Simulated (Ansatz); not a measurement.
**PtS2 (model structure, started from the anatase type, I4₁/amd, No. 141, 6 atoms in the cell): properties by level of theory**

| level (code) | equilibrium lattice constant a (Å) | lattice parameter c (Å) |
|---|---|---|
| PBE (Ansatz) | 4.726 | 11.828 |
| PBEsol (Ansatz) | 4.653 | 11.727 |
| PBE-D3(BJ) (Ansatz) | 4.699 | 11.544 |

Ansatz's density-functional and Hartree–Fock values are scalar-relativistic unless marked +SOC, with PAW data made under PBE.

Static lattice: no zero-point or thermal effects.

A model structure was made by putting elements into a prototype or built by hand; it is no filed structure, need not be a known phase, and can be a saddle point held by its symmetry.

Ansatz is a program for electronic structure.
